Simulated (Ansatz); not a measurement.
# AlRu under a change: pressure 5 GPa

The reference is AlRu in the CsCl type structure (space group Pm-3m, No. 221; a = 3.004 Å).

One thing is altered: a hydrostatic pressure of 5 GPa.

Level of theory: PBE (Ansatz, an electronic-structure program, PAW, no spin-orbit coupling). Settings: 15×15×15 k-points, 0.05 eV Fermi–Dirac smearing.

The volume per atom drops by 0.31 Å³ (13.55 Å³ → 13.24 Å³) and the density rises by 0.18 g/cm³ (7.85 g/cm³ → 8.03 g/cm³). The shortest interatomic distance falls by 0.020 Å (2.601 Å → 2.581 Å) and the enthalpy H = E + PV relative to the base's energy comes out as +0.42 eV/atom. The band gap is still zero.

Load acts through the strain it causes; cell and atoms are relaxed under it. Whether these cells are dynamically stable was not tested. Competing high-pressure phases were not computed. The final runs are not spin-polarised.
